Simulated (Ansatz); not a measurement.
## Sn (model structure, started from the Si type, Cmcm, No. 63, 12 atoms in the cell): cohesive energy by level of theory

No measured value is used here.

**Question.** Put these levels in order of the cohesive energy that they give for Sn (model structure, started from the Si type, Cmcm, No. 63, 12 atoms in the cell), smallest first: LDA (Ansatz, an electronic-structure program), PBEsol (Ansatz), r²SCAN (Ansatz).

**Answer.** r²SCAN (3.18 eV/atom), PBEsol (3.47 eV/atom), LDA (3.87 eV/atom)

Unless a cell is named, each level is at its own relaxed cell (LDA 36.47, PBEsol 37.64, r²SCAN 38.14 Å³/atom).

Free atoms are spin-polarised, in the lowest state found; at levels without +SOC their spin–orbit coupling is left out.  Density-functional levels without +SOC have no spin–orbit coupling, which shifts binding energies of heavy elements. Each level is taken at its own relaxed cell. Cutoffs differ between the levels. Ansatz's density-functional and Hartree–Fock values are scalar-relativistic unless marked +SOC, with PAW data made under PBE.

A model structure was made by putting elements into a prototype or built by hand; it is no filed structure, need not be a known phase, and can be a saddle point held by its symmetry.
